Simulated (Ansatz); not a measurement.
Consider the following.

```
CELL_PARAMETERS angstrom
      0.00000     3.51939     3.51939
      3.51939     0.00000     3.51939
      3.51939     3.51939     0.00000
ATOMIC_POSITIONS crystal
  K  0.00000 0.00000 0.00000
  I  0.50000 0.50000 0.50000
```

No spin polarisation.

Computed with PBE (Ansatz, a quantum-chemistry and plane-wave program; PAW; 420 eV plane waves; no spin-orbit coupling). Settings: 8×8×8 k-points, 0.05 eV Fermi–Dirac smearing.

Predict the pressure, band gap and gap character.

The pressure comes out as 0.74 GPa, the band gap is 3.99 eV and the gap character is direct at Γ.

Spin-orbit coupling, missing from the scalar runs, can matter with I. The cells carry an imposed strain or load. No phonon test of stability was made. The cell was made from KI in the rock salt structure (space group Fm-3m, No. 225) by this change: isotropic strain −2.00 %.
